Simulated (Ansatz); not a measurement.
Zinc-blende PbTe (model structure): band gap by level of theory

No measured value is used here.

```
level (code)           value (eV)  cell (Å³/atom)
---------------------  ----------  --------------
LDA (Ansatz)                 0.37           45.20
PBEsol (Ansatz)              0.51           46.78
r²SCAN (Ansatz)              0.81           48.31
r²SCAN-D4 (Ansatz)           0.78           47.71
r²SCAN+rVV10 (Ansatz)        0.71           47.36
```

Computed values are for a static lattice. Spin–orbit coupling is included only where a level's name says +SOC; with heavier elements it mostly lowers gaps and can invert bands.  LDA, PBEsol, r²SCAN, r²SCAN-D4, r²SCAN+rVV10: the gap is read on the k mesh or supercell of the run alone and can be too large. Each level is taken at its own relaxed cell. Ansatz's density-functional and Hartree–Fock values are scalar-relativistic unless marked +SOC, with PAW data made under PBE.

A model structure was made by putting elements into a prototype or built by hand; it is no filed structure, need not be a known phase, and can be a saddle point held by its symmetry.

Ansatz is a first-principles code.
